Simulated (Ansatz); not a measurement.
Base system: Te in the diamond structure (space group Fd-3m, No. 227; a = 7.061 Å; a hypothetical phase, not in the database extracts checked; relaxed with 0.1 eV smearing). Axes: x, y, z lie along the cube axes.

The values are results of DFT with PBEsol, PAW potentials and a 420 eV plane-wave cutoff in Ansatz (a quantum-chemistry and plane-wave program), no SOC, not measurements.

Before the change:

```
Property            Value
---------------  --------
Volume per atom  44.00 Å³
Pressure          0.0 GPa
```

Modification: biaxial strain +2.15 %, plane normal [001], relaxed out of plane (Cartesian); in-plane vectors clamped, the third vector and the atoms free.

### Question
What happens to the volume per atom, energy relative to the base and pressure?

### Answer
The volume per atom decreases by 1.64 Å³, from 44.00 Å³ to 42.36 Å³; the energy decreases by 7.6 meV/atom; the pressure (mean of the normal stresses, compression positive) goes from zero to 1.0 GPa.

Stability against distortions was not tested. Under biaxial strain +2.15 %, plane normal [001], relaxed out of plane the cell ends below the base's energy or with stress of the wrong sign: the atoms slid into a distortion or the cell is elastically unstable, so the base is not a stable minimum at this level.
